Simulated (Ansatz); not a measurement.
Consider Be in the hcp (Mg type) structure (space group P6_3/mmc, No. 194; a = 2.264 Å, c = 3.561 Å).

(Cell as relaxed with PBE.)

Levels (all Ansatz, a first-principles code, PAW, earlier PAW set): PBE (420 eV, no spin-orbit coupling); PBEsol (420 eV, no spin-orbit coupling).

Each level relaxes its own structure.

```json
[
 {"quantity": "volume per atom", "PBE": "7.91 Å³", "PBEsol": "7.83 Å³"},
 {"quantity": "lattice parameter a", "PBE": "2.264 Å", "PBEsol": "2.257 Å"},
 {"quantity": "lattice parameter c", "PBE": "3.561 Å", "PBEsol": "3.553 Å"},
 {"quantity": "band gap", "PBE": "zero", "PBEsol": "zero"}
]
```

PBE's volume per atom lies 0.072 Å³ above PBEsol's (0.9 %); PBE's lattice parameter a lies 0.0076 Å above PBEsol's (0.3 %); PBE's lattice parameter c lies 0.008 Å above PBEsol's (0.2 %); the two agree on the band gap. Neither level is exact; PBEsol is the comparison here, not a measurement.

Stability against distortions was not tested.
